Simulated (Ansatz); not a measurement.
A self-consistent single point of SrAg₅ (P6mm, 6 atoms in the cell) with Ansatz (a quantum-chemistry and plane-wave program).

Method of the run: PBEsol, default PAW files made with PBE (plane waves; Ansatz).

```yaml
crystal:
  lattice:
    - [5.72758, 0.00000, 0.00000]
    - [-2.86379, 4.96023, 0.00000]
    - [0.00000, 0.00000, 4.61871]
  atoms:
    - { symbol: Sr, position: [0.00000, 0.00000, 0.01083] }
    - { symbol: Ag, position: [0.66667, 0.33333, 0.00000] }
    - { symbol: Ag, position: [0.33333, 0.66667, 0.00000] }
    - { symbol: Ag, position: [0.50000, 0.00000, 0.50000] }
    - { symbol: Ag, position: [0.50000, 0.50000, 0.50000] }
    - { symbol: Ag, position: [0.00000, 0.50000, 0.50000] }
```

Reference input (self-consistent single point, DFT, PBEsol, plane waves, default PAW files made with PBE): basis.ecutwfc = 420 eV; kpoints.mp_grid.grid = 7 7 7; hamiltonian.xc = pbesol; hamiltonian.pseudopotentials = {kind: paw} (the program's default PAW files); scf.occupations.method = gaussian; scf.occupations.width = 0.1 eV. This run's input differs from it in these lines:

Ansatz 0.2 input:
```diff
@@ -16,3 +16,3 @@
 kpoints:
-  mp_grid: { grid: [7, 7, 7] }
+  mp_grid: { grid: [12, 12, 12] }
 hamiltonian:
@@ -21,3 +21,3 @@
 scf:
-  occupations: { method: gaussian, width: 0.1 }
+  occupations: { method: fermi_dirac, width: 1.0 }
 output:
```

Output, abridged:

```
SCF iter   1: F=—  HF=-41108.747991 eV  |F-HF|=—  |Δ(HF+E_count)|=         —  Δρ=2.26e-2  dr2=1.17e0  ethr=1.77e-3  ⟨swp⟩=10.8  Hψ=58954  notcnv=0
all-band conjugate gradients solve this SCF's bands
preconditioner: auto → LDOS
SCF iter   2: F=—  HF=-41108.650648 eV  |F-HF|=—  |Δ(HF+E_count)|=   9.73e-2  Δρ=2.48e-2  dr2=6.38e-1  ethr=1.12e-3  ⟨swp⟩=2.0  Hψ=17251  notcnv=0
   [... lines left out ...]
SCF iter   5: F=—  HF=-41108.473591 eV  |F-HF|=—  |Δ(HF+E_count)|=   9.53e-5  Δρ=1.51e-4  dr2=2.59e-5  ethr=4.34e-7  ⟨swp⟩=2.4  Hψ=18762  notcnv=0
SCF iter   6: F=—  HF=-41108.473622 eV  |F-HF|=—  |Δ(HF+E_count)|=   3.15e-5  Δρ=5.43e-5  dr2=3.08e-6  ethr=2.47e-8  ⟨swp⟩=2.2  Hψ=17712  notcnv=0
SCF iter   7: F=—  HF=-41108.473622 eV  |F-HF|=—  |Δ(HF+E_count)|=   6.81e-8  Δρ=1.19e-5  dr2=1.33e-7  ethr=2.94e-9  ⟨swp⟩=2.1  Hψ=19074  notcnv=0
SCF iter   8: F=-41108.473622 eV  HF=-41108.473622 eV  |F-HF|=4.07e-10  |Δ(HF+E_count)|=   5.81e-8  Δρ=1.52e-6  dr2=2.55e-9  ethr=9.52e-11  ⟨swp⟩=7.8  Hψ=47413  notcnv=0
SCF 1 converged in 8 iterations: F = -41108.473622 eV  dr2 = 2.55e-9
Free energy (F): -41108.473622 eV
Internal energy: -41099.140861 eV  (E = F + TS)
E sigma→0 (E₀):  -41103.807242 eV
Entropy (-TS):   -9.332762 eV (-1555.460 meV/atom)
Fermi energy:    13.136697 eV
--- Forces (eV/Å), atoms counted from 1 ---
  atom   1  Sr    -0.00000000     0.00000000    -0.04433961
  atom   2  Ag     0.00000000     0.00000000    -0.00599000
  atom   3  Ag    -0.00000000     0.00000000    -0.00599000
  atom   4  Ag     0.00000000     0.00000000     0.01877223
  atom   5  Ag     0.00000000     0.00000000     0.01877223
  atom   6  Ag     0.00000000     0.00000000     0.01877223
--- Stress (GPa, compression-positive) ---
       -0.108393      -0.000000      -0.000000
       -0.000000      -0.108393       0.000000
       -0.000000       0.000000      -0.751103
  P = ⅓ Tr σ = -0.3226 GPa (-3.226 kbar)
  The stress holds the Pulay correction. Without it, at fixed plane waves, as pw.x and ABINIT print it: P = -0.3513 GPa
```

The run converged in 8 iterations. Against the reference run the free energy drops by 668 meV/atom, the pressure goes from -3.22 to -0.32 GPa and the largest force goes from 0.029 to 0.044 eV/Å.

The starting cell comes from a database of computed structures (which also holds hypothetical and non-ambient phases and stackings), without a prior relaxation at this level. Its lattice was rescaled by up to half a per cent. One atom was moved a little off its site on purpose. Ansatz's pressure includes its estimate of the finite-basis (Pulay) stress.

Cost on one core of a shared machine: roughly 2 min.
